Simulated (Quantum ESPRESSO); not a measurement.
Parameter sweep on Zn (P6_3/mmc, 4 atoms in the cell)

```
Zn
1.0
    2.80741     0.00000     0.00000
   -1.40370     2.43128     0.00000
    0.00000     0.00000     9.03285
Zn
4
Cartesian
  0.00000   0.00000   0.00000
  0.00000   0.00000   4.51642
  0.00000   1.62086   2.25821
  1.40370   0.81043   6.77464
```

Base run A: PBE, PSlibrary PAW (PBE) pseudopotentials in Quantum ESPRESSO, self-consistent single point.

Its settings: ecutwfc = 50 Ry; ecutrho = 300 Ry; occupations = smearing; smearing = fermi-dirac; degauss = 0.0073499 Ry; potentials = {Zn: Zn.pbe-dn-kjpaw_psl.1.0.0.UPF}; K_POINTS = automatic 11 11 3 0 0 0; conv_thr = 1e-11 Ry.

The starting cell was generated: these elements placed on a structure prototype, without a prior relaxation; it need not be a known phase or ordering of this composition. Its lattice was rescaled by a random factor within 2.5 % of one. In the base run, with a pressure of about -4 GPa the cell is away from its equilibrium volume at this level.

ΔF is the free energy per atom less that of run A. 

| run | degauss, K_POINTS | ΔF (meV/atom) | pressure (GPa) | TS (meV/atom) | k-points |
|---|---|---|---|---|---|
| A | 0.0073499 Ry, automatic 11 11 3 0 0 0 | 0.00 | -4.07 | 6.2 | 32 |
| B | 0.002205 Ry, automatic 7 7 2 0 0 0 | 0.56 | -2.96 | 2.1 | 16 |
| C | 0.0073499 Ry, automatic 7 7 2 0 0 0 | -5.6 | -3.03 | 10.9 | 16 |
| D | 0.02205 Ry, automatic 7 7 2 0 0 0 | -43.1 | -3.11 | 81.5 | 16 |
| E | 0.002205 Ry, automatic 9 9 3 0 0 0 | 18.9 | -3.78 | 0.8 | 24 |
| F | 0.0073499 Ry, automatic 9 9 3 0 0 0 | 15.5 | -3.74 | 8.3 | 24 |
| G | 0.02205 Ry, automatic 9 9 3 0 0 0 | -25.2 | -3.31 | 94.6 | 24 |
| H | 0.002205 Ry, automatic 11 11 3 0 0 0 | 2.1 | -4.21 | 0.3 | 32 |
| I | 0.02205 Ry, automatic 11 11 3 0 0 0 | -34.3 | -3.45 | 84.0 | 32 |
| J | 0.002205 Ry, automatic 13 13 4 0 0 0 | 21.0 | -3.49 | 1.7 | 63 |
| K | 0.0073499 Ry, automatic 13 13 4 0 0 0 | 14.2 | -3.53 | 13.3 | 63 |
| L | 0.02205 Ry, automatic 13 13 4 0 0 0 | -29.5 | -3.29 | 91.7 | 63 |

Run K against A: The free energy rises by 14.2 meV/atom and the pressure goes from -4.07 to -3.53 GPa.

Run D against A: The free energy drops by 43.1 meV/atom and the pressure goes from -4.07 to -3.11 GPa.

Run B against A: The free energy stays essentially unchanged (within 1 meV/atom) and the pressure goes from -4.07 to -2.96 GPa.
